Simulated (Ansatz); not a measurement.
Consider a periodic stack without vacuum, hcp Zr (0 0 1) on wurtzite AlN (0 0 1) (film strained to the substrate, started from cuts of the bulks and a machine-learned relaxation; slabs Al6N6 and Zr4, which can lie off the formulas): substrate slab Al6N6, film Zr4, surface cells [[0, 1], [-1, 0]] and [[0, 1], [-1, 0]], film strained by -3.2 and -3.2 %, outermost planes N/Al and Zr/Zr as cut, which need not be the usual terminations and can put a slab off its formula. Its start:

```yaml
crystal:
  lattice:
    - [3.13025, 0.00000, 0.01930]
    - [1.56513, 2.71088, 0.00510]
    - [-0.62648, 0.41148, 26.12072]
  atoms:
    - { symbol: Al, position: [0.37541, 0.27836, 0.06852] }
    - { symbol: Al, position: [0.72849, 0.61147, 0.16474] }
    - { symbol: N, position: [0.39023, 0.28077, 0.14139] }
    - { symbol: N, position: [0.70446, 0.61433, 0.04683] }
    - { symbol: Al, position: [0.41629, 0.26698, 0.26042] }
    - { symbol: Al, position: [0.77238, 0.58399, 0.35550] }
    - { symbol: N, position: [0.43411, 0.25391, 0.33360] }
    - { symbol: N, position: [0.74452, 0.60345, 0.23749] }
    - { symbol: Al, position: [0.46171, 0.23584, 0.45094] }
    - { symbol: Al, position: [0.80853, 0.54939, 0.55018] }
    - { symbol: N, position: [0.47363, 0.22076, 0.52451] }
    - { symbol: N, position: [0.79022, 0.57233, 0.42900] }
    - { symbol: Zr, position: [0.07034, 0.89184, 0.65182] }
    - { symbol: Zr, position: [0.69294, 0.50684, 0.75238] }
    - { symbol: Zr, position: [0.03853, 0.82983, 0.85676] }
    - { symbol: Zr, position: [0.69272, 0.56932, 0.95947] }
```

The start was prepared with a machine-learned potential, and the result is one local minimum, with the in-plane cell held and forces under 0.04 eV/Å; the film can end far from its bulk form.

These are PBE (plane waves to 420 eV, PAW; Ansatz, a program for electronic structure) values and carry that method's errors. No spin–orbit coupling; the runs are not spin-polarised; PBE gaps are too small against experiment. Its k-point mesh 11×11×1, Fermi–Dirac width 0.05 eV.

Problem. Predict the relaxed interface.

Solution. 
| Quantity | Value |
|---|---|
| interface area | 8.5 Å² |
| period | 26.20 Å |
| heights between the nearest atoms of the two slabs at the two interfaces | 2.75 and 2.14 Å |
| Al–Zr contacts across the interfaces within 1.22 times the sum of covalent radii | 6, mean 3.28 Å |
| N–Zr contacts across the interfaces within 1.22 times the sum of covalent radii | 1, mean 2.14 Å |
| estimate of the barrier | withheld, since the two interfaces are unlike |
| slope of the mean potential energy in the substrate | +4.4 MV/cm × e |
